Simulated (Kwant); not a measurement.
Model system: In0.53Ga0.47As/InP stack with 1 barrier. One parabolic valley. Leads of mass 0.041 mₑ with the band edge at 0; grid 0.1 nm; bias 0 V, dropping linearly over the stack.

```csv
layer,thickness (nm),band offset (eV),mass (mₑ)
1,3.4,0.25,0.08
```

The device is made up for the run: typed textbook-type constants, with dimensions and the other settings drawn at random.

Kwant, one-band effective-mass tight-binding model in one dimension, coherent, no space charge.

Sweep values stay those of the base run.

The thickness of the first barrier was swept, all else fixed.

```csv
thickness of the first barrier (nm),transmission at E = 0.1858 eV,mean transmission over the sweep,transmission at E = 0.09114 eV,transmission at E = 0.2804 eV
2,0.44,0.41,0.33,0.52
2.7,0.27,0.27,0.16,0.39
3.4,0.17,0.20,0.076,0.30
4.1,0.10,0.16,0.034,0.25
4.8,0.060,0.15,0.015,0.22
```

From the first row to the last the transmission at E = 0.1858 eV goes from 0.44 to 0.060. From the first row to the last the mean transmission over the sweep goes from 0.41 to 0.15.
